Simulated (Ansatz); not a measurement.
We consider RuN (model structure, started from the NbAs type, I4₁md, No. 109, 4 atoms in the cell), described by LDA (plane waves, PAW; Ansatz, a quantum-chemistry and plane-wave program).

Numerical settings: plane-wave cutoff 520 eV, 30×30×30 k mesh, Fermi–Dirac smearing 0.05 eV, no spin polarisation, scalar-relativistic PAW data made under PBE.

Cell (relaxed at this level):

```yaml
crystal:
  lattice:
    - [-1.41106, 1.41106, 4.80039]
    - [1.41106, -1.41106, 4.80039]
    - [1.41106, 1.41106, -4.80039]
  atoms:
    - { symbol: Ru, position: [0.51003, 0.51003, 0.00000] }
    - { symbol: Ru, position: [0.26003, 0.76003, 0.50000] }
    - { symbol: N, position: [0.90597, 0.90597, 0.00000] }
    - { symbol: N, position: [0.65597, 0.15597, 0.50000] }
```

Task: Estimate the bulk modulus that the calculation returns.

Result: 
- bulk modulus = 288 GPa

Note: the run has no spin polarisation, so it can have missed a magnetic state; the bulk modulus is −V dP/dV from two relaxed cells at ±2 % in volume; the relaxation could raise the start's symmetry but not lower it, so the cell can be a saddle point.

A model structure was made by putting elements into a prototype or built by hand; it is no filed structure, need not be a known phase, and can be a saddle point held by its symmetry.
